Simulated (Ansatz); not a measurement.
# CdSe in the zinc blende structure (space group F-43m, No. 216)

```
CELL_PARAMETERS angstrom
      0.00000     3.04091     3.04091
      3.04091     0.00000     3.04091
      3.04091     3.04091     0.00000
ATOMIC_POSITIONS crystal
  Se 0.75000 0.75000 0.75000
  Cd 0.00000 0.00000 0.00000
```

Method: PBEsol/PAW in Ansatz (a quantum-chemistry and plane-wave program), no SOC. k-mesh 9×9×9 (Γ-centred); smearing 0.05 eV (Fermi–Dirac).

```json
{
 "volume_per_atom": "28.12 Å³",
 "density": "5.65 g/cm³",
 "band_gap": "0.48 eV, direct at Γ",
 "electron_mass": "0.049 mₑ",
 "Hole mass (degenerate bands, along [100])": "0.050, 0.66, 0.66 mₑ",
 "Lowest conduction-band minima above the VBM": "Γ 0.48 eV",
 "total_energy": "-6804.705 eV/atom (σ→0; compares only within this code and set-up)"
}
```

Masses are band curvatures over ±0.01 Å⁻¹ around the edge. No phonon test of stability was made.
